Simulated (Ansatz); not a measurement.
System: CsSnI₃ (P4/mbm, No. 127, 10 atoms in the cell; start COD 4117958; high-temperature phase). Method: r²SCAN in Ansatz (plane waves, PAW).

Settings: plane-wave cutoff 560 eV, 4×4×6 k mesh (along the axes of the cell as run), Fermi–Dirac smearing 0.01 eV, scalar-relativistic PAW data made under PBE.

Cell (relaxed at this level):

```
CsSnI3
1.0
    8.68235     0.00000     0.00000
    0.00000     8.68235     0.00000
    0.00000     0.00000     6.30598
Cs I Sn
2 6 2
Direct
  0.00000   0.50000   0.00000
  0.50000   0.00000   0.00000
  0.30072   0.19928   0.50000
  0.69928   0.80072   0.50000
  0.19928   0.69928   0.50000
  0.80072   0.30072   0.50000
  0.50000   0.50000   0.00000
  0.00000   0.00000   0.00000
  0.50000   0.50000   0.50000
  0.00000   0.00000   0.50000
```

Q: What does this level give for the band gap and Γ–Γ gap?

A: 
- band gap = 0.62 eV
- Γ–Γ gap = 1.98 eV

Note: held by symmetry at 0 K, a high-temperature phase can be a saddle point.

Spin–orbit coupling is not included; with these elements it can move the gap by several tenths of an eV or more.

Static lattice: no zero-point or thermal effects.

Ansatz is a program for electronic structure.
